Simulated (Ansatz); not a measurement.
Reference: ZrIr₃ (Pm-3m), PBEsol, DFPT electron-phonon coupling, linearised Boltzmann equation (plane waves, PAW, scalar-relativistic; Ansatz, a first-principles code); geometry: relaxed with this functional, without spin-orbit coupling.

Space group Pm-3m (No. 221); a = b = c = 3.933 Å, α = β = γ = 90.00°

| atom | site | symmetry | x | y | z |
|---|---|---|---|---|---|
| Zr | 1a | m-3m | 0.0000 | 0.0000 | 0.0000 |
| Ir | 3c | 4/mm.m | 0.0000 | 0.5000 | 0.5000 |

The resistivity at 300 K is 10.1 μΩ·cm and the mean free path at 300 K is 10.2 nm.

Question: Replace Ir by Rh on the same sites and relax. What happens?

Answer: ZrRh3 (Pm-3m): volume per atom 15.2 to 14.9 Å³; resistivity at 300 K stays about the same (10.1 μΩ·cm to 11.5 μΩ·cm); mean free path at 300 K falls (10.2 nm to 7.5 nm).

Question: Swap Zr for Hf, keeping the structure type. How do these values move?

Answer: HfIr3 (Pm-3m): volume per atom 15.2 to 15.1 Å³; resistivity at 300 K stays about the same (10.1 μΩ·cm to 10.6 μΩ·cm); mean free path at 300 K stays about the same (10.2 nm to 9.5 nm).

Question: Replace Ir by Al on the same sites and relax. What happens?

Answer: ZrAl$_{3}$ (Pm-3m): volume per atom 15.2 to 16.9 Å³; resistivity at 300 K stays about the same (10.1 μΩ·cm to 9.5 μΩ·cm); mean free path at 300 K stays about the same (10.2 nm to 10.7 nm).

Moves up to 16 % count as about the same. Metals; harmonic phonons alone scatter; means over directions. The mean free path is weighted by the current that each state carries. Halving the electron mesh moves these values by up to 11 %; q meshes are mostly untested. Spin-orbit coupling is left out.

Formula and space group known from diffraction (Crystallography Open Database), not checked to be the room-temperature form: HfIr3 (Pm-3m), ZrIr3 (Pm-3m), ZrRh3 (Pm-3m). Computed structure with no diffraction record at hand here (it may be known, metastable or hypothetical): ZrAl3 (Pm-3m). The missing spin-orbit coupling matters most for HfIr3 (Pm-3m), ZrIr3 (Pm-3m).
